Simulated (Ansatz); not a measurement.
Ansatz (a program for electronic structure) run on a sheet of PtSe₂ (3 atoms in the cell): self-consistent single point.

Method of the run: PBE (plane waves, PAW; Ansatz).

The change in words: vacuum of 5 angstrom (first run: 14 Å). Reference geometry:
```xyz
3
Lattice="3.6882 0.0000 0.0000 -1.8441 3.1941 0.0000 0.0000 0.0000 16.9820" Properties=species:S:1:pos:R:3 pbc="T T T"
Pt     0.0000     0.0000     8.4910
Se     0.0000     2.1294     9.9820
Se     1.8441     1.0647     7.0000
```

Reference input (self-consistent single point, DFT, PBE, plane waves, default PAW files): kpoints.mp_grid.grid = 7 7 1; hamiltonian.xc = pbe; hamiltonian.pseudopotentials = {kind: paw} (the program's default PAW files); scf.occupations.method = cold; scf.occupations.width = 0.1 eV. This run's input differs from it in these lines:

Ansatz 0.2 input:
```diff
@@ -5,7 +5,7 @@
     - [-1.84410400, 3.19408200, 0.00000000]
-    - [0.00000000, 0.00000000, 16.98203800]
+    - [0.00000000, 0.00000000, 7.98204600]
   atoms:
     - { symbol: Pt, position: [0.00000000, 0.00000000, 0.50000000] }
-    - { symbol: Se, position: [0.33333300, 0.66666700, 0.58780000] }
-    - { symbol: Se, position: [0.66666700, 0.33333300, 0.41220000] }
+    - { symbol: Se, position: [0.33333300, 0.66666700, 0.68679700] }
+    - { symbol: Se, position: [0.66666700, 0.33333300, 0.31320300] }
 kpoints:
```

The program printed (abridged):

```
SCF iter   1: F=—  HF=-23462.108567 eV  |F-HF|=—  |Δ(HF+E_count)|=         —  Δρ=3.33e-3  dr2=1.43e-2  ethr=1.77e-3  ⟨swp⟩=5.6  Hψ=924  notcnv=0
all-band conjugate gradients solve this SCF's bands
preconditioner: auto → Resta (q_TF=auto, 2.456 Å⁻¹)
SCF iter   2: F=—  HF=-23462.107970 eV  |F-HF|=—  |Δ(HF+E_count)|=   5.97e-4  S|Δr|=  5.49e-10  Δρ=1.40e-3  dr2=1.87e-3  ethr=2.87e-5  ⟨swp⟩=2.0  Hψ=366  notcnv=0
   [... lines left out ...]
SCF iter   5: F=—  HF=-23462.108051 eV  |F-HF|=—  |Δ(HF+E_count)|=   3.24e-5  S|Δr|=  3.17e-12  Δρ=3.78e-5  dr2=2.68e-6  ethr=4.90e-8  ⟨swp⟩=2.0  Hψ=401  notcnv=0
SCF iter   6: F=—  HF=-23462.108052 eV  |F-HF|=—  |Δ(HF+E_count)|=   7.71e-7  S|Δr|=  1.36e-12  Δρ=1.81e-5  dr2=5.00e-7  ethr=5.37e-9  ⟨swp⟩=2.0  Hψ=401  notcnv=0
SCF iter   7: F=-23462.108053 eV  HF=-23462.108053 eV  |F-HF|=1.76e-8  |Δ(HF+E_count)|=   3.56e-7  S|Δr|=  3.17e-12  Δρ=4.21e-6  dr2=3.60e-8  ethr=2.00e-10  ⟨swp⟩=8.8  Hψ=960  notcnv=0
SCF 1 converged in 7 iterations: F = -23462.108053 eV  dr2 = 3.60e-8
Stability not checked (fill_not_monotonic)
Free energy (F): -23462.108053 eV
F+E_penalty+E_count: -23462.108053 eV  (lagrangian_ev)
Internal energy: -23462.108053 eV  (E = F + TS)
E sigma→0 (E₀):  -23462.108053 eV
Fermi energy:    6.660421 eV
--- Forces (eV/Å), atoms counted from 1 ---
  atom   1  Pt     0.00000000    -0.00000000     0.00000000
  atom   2  Se    -0.00000000     0.00000000    -1.47493272
  atom   3  Se     0.00000000    -0.00000000     1.47493272
--- Stress (GPa, compression-positive) ---
       -3.145102      -0.000000      -0.000000
       -0.000000      -3.145102       0.000000
       -0.000000       0.000000      -7.531901
  P = ⅓ Tr σ = -4.6074 GPa (-46.074 kbar)
  The stress holds the Pulay correction. Without it, at fixed plane waves, as pw.x and ABINIT print it: P = -4.6269 GPa
```

The run converged in 7 iterations. Against the reference run the free energy stays essentially unchanged (within 1 meV/atom), the largest force goes from 1.490 to 1.475 eV/Å and the gap on the mesh goes from 1.017 to 0.958 eV.

The starting cell was generated: these elements placed on a structure prototype, without a prior relaxation; it need not be a known phase or ordering of this composition. Its lattice was rescaled in the plane by a random factor within 2.5 % of one. Spin-orbit coupling is off. Forces in this geometry exceed 1 eV/Å.
